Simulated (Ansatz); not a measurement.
bcc Mo (1 1 1) on rock-salt PbTe (1 1 1) (film strained to the substrate, started from cuts of the bulks and a machine-learned relaxation; slabs Pb4Te4 and Mo10, which can lie off the formulas)

A periodic stack without vacuum, bcc Mo (1 1 1) on rock-salt PbTe (1 1 1) (film strained to the substrate, started from cuts of the bulks and a machine-learned relaxation; slabs Pb4Te4 and Mo10, which can lie off the formulas): substrate slab Pb4Te4, film Mo10, surface cells [[0, 1], [-1, 0]] and [[1, -1], [0, 1]], film strained by +3.9 and +3.9 %, outermost planes Te/Pb and Mo/Mo as cut, which need not be the usual terminations and can put a slab off its formula.

The start was prepared with a machine-learned potential, and the result is one local minimum, with the in-plane cell held and forces under 0.04 eV/Å; the film can end far from its bulk form.

Computed with PBE (plane waves to 420 eV, PAW; Ansatz, a program for electronic structure). No spin–orbit coupling; the runs are not spin-polarised. Its k-point mesh 8×8×1, Fermi–Dirac width 0.05 eV.

The interface area is 18.7 Å², the period is 23.89 Å and the heights between the nearest atoms of the two slabs at the two interfaces is 1.18 and 1.19 Å. The Mo–Pb contacts across the interfaces within 1.22 times the sum of covalent radii is 8, mean 3.14 Å and the Mo–Te contacts across the interfaces within 1.22 times the sum of covalent radii is 8, mean 3.10 Å.

```
CELL_PARAMETERS angstrom
      4.64350    -0.00263     0.19293
     -2.31984     4.02700    -0.01998
     -0.99857     2.28056    23.92166
ATOMIC_POSITIONS crystal
  Pb 0.25350 0.65638 0.10409
  Pb 0.53400 0.21798 0.26589
  Pb 0.81297 0.77650 0.42798
  Pb 0.09527 0.34119 0.58664
  Te 0.61929 0.38758 0.00786
  Te 0.89635 0.94209 0.17474
  Te 0.17584 0.50144 0.33711
  Te 0.45563 0.06151 0.49764
  Mo 0.73414 0.61843 0.66812
  Mo 0.41300 0.97629 0.63606
  Mo 0.37611 0.90232 0.74155
  Mo 0.05464 0.25943 0.70842
  Mo 0.01656 0.18314 0.81821
  Mo 0.69725 0.54435 0.77811
  Mo 0.65854 0.46698 0.88987
  Mo 0.33782 0.82539 0.85436
  Mo 0.30237 0.75429 0.95796
  Mo 0.97934 0.10836 0.92780
```
